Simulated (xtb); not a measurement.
xtb 6.7.1, GFN2-xTB: Hf(F)2(Cl)2(OH2) ([OH2]->[Hf]([F])([F])([Cl])[Cl]), 8 atoms. The geometry is a generated start, not checked to be a minimum at this level.

method: GFN2-xTB
--acc: 1 (default)
--etemp (K): 300 (default)
detailed input (--input): none: ANC optimiser, Lindh (1995) Hessian, microcycle=20, maxdispl=1.0, hlow=0.01 (default)
basis functions: 44
valence electrons: 40

```xyz
8

Hf     0.2813     0.1247    -0.7781
F      1.7834    -0.6990    -0.1037
F     -1.4085    -0.4604    -1.2161
Cl     0.0562     2.0964     0.3001
Cl     1.0341     0.6217    -2.8275
O     -0.4762    -0.7128     1.2094
H     -1.3770    -0.4420     1.4509
H      0.1067    -0.5286     1.9651
```

Charge 0 and multiplicity 1 are set for this test and not shown to be the ground state.

The structure is relaxed from this start with --opt LEVEL for the levels crude, sloppy, loose, lax, normal, tight, vtight, extreme, once each. Up to the end of the extreme run atoms move by at most 0.063 Å along an axis.

Q: Choose the cheapest level whose final energy lies within 1 meV of that of extreme.

A: lax: 5 cycles against 12, ending 0.40 meV above.

```json
[
 {"level": "crude", "cycles": "1", "energy above the extreme run (meV)": "5.2", "gradient norm (eV/Å)": "0.20"},
 {"level": "sloppy", "cycles": "1", "energy above the extreme run (meV)": "5.2", "gradient norm (eV/Å)": "0.20"},
 {"level": "loose", "cycles": "1", "energy above the extreme run (meV)": "5.2", "gradient norm (eV/Å)": "0.20"},
 {"level": "lax", "cycles": "5", "energy above the extreme run (meV)": "0.40", "gradient norm (eV/Å)": "0.040"},
 {"level": "normal", "cycles": "7", "energy above the extreme run (meV)": "0.069", "gradient norm (eV/Å)": "0.019"},
 {"level": "tight", "cycles": "9", "energy above the extreme run (meV)": "under 0.01", "gradient norm (eV/Å)": "0.015"},
 {"level": "vtight", "cycles": "11", "energy above the extreme run (meV)": "under 0.01", "gradient norm (eV/Å)": "0.0037"},
 {"level": "extreme", "cycles": "12", "energy above the extreme run (meV)": "—", "gradient norm (eV/Å)": "0.0014"}
]
```
